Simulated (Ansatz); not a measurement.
## Evanescent states of C (Fd-3m, diamond, 2 atoms a cell, 5.6 Å³ an atom) along the normal of (001)

All values below come from r2SCAN (plane waves, PAW; Ansatz, a program for electronic structure).

The gap is the functional's own, uncorrected, and κ follows it; spin-orbit coupling is left out. Mid-gap values are interpolated between the computed energies.

Energies count from the valence-band top; κ is the least over a 12×12 mesh across the current.

| E (eV) | κ (1/Å) | where |
|---|---|---|
| 0.10 | 0.086 | Γ |
| 0.32 | 0.146 | Γ |
| 0.53 | 0.184 | Γ |
| 0.73 | 0.212 | Γ |
| 0.94 | 0.235 | Γ |
| 1.16 | (withheld) | Γ |
| 1.36 | (withheld) | Γ |
| 1.57 | (withheld) | Γ |
| 1.78 | (withheld) | Γ |
| 2.00 | (withheld) | Γ |
| 2.21 | (withheld) | Γ |
| 2.42 | (withheld) | Γ |
| 2.62 | (withheld) | Γ |
| 2.83 | (withheld) | Γ |
| 3.04 | (withheld) | off Γ |
| 3.25 | (withheld) | off Γ |
| 3.46 | 0.248 | off Γ |
| 3.67 | 0.219 | off Γ |
| 3.88 | 0.186 | off Γ |
| 4.09 | 0.142 | off Γ |
| 4.30 | 0.075 | off Γ |

**Question.** Some entries are withheld; supply them.

**Answer.** 
- 1.16, κ (1/Å): 0.253
- 1.36, κ (1/Å): 0.268
- 1.57, κ (1/Å): 0.280
- 1.78, κ (1/Å): 0.289
- 2.00, κ (1/Å): 0.297
- 2.21, κ (1/Å): 0.302
- 2.42, κ (1/Å): 0.306
- 2.62, κ (1/Å): 0.308
- 2.83, κ (1/Å): 0.309
- 3.04, κ (1/Å): 0.294
- 3.25, κ (1/Å): 0.272
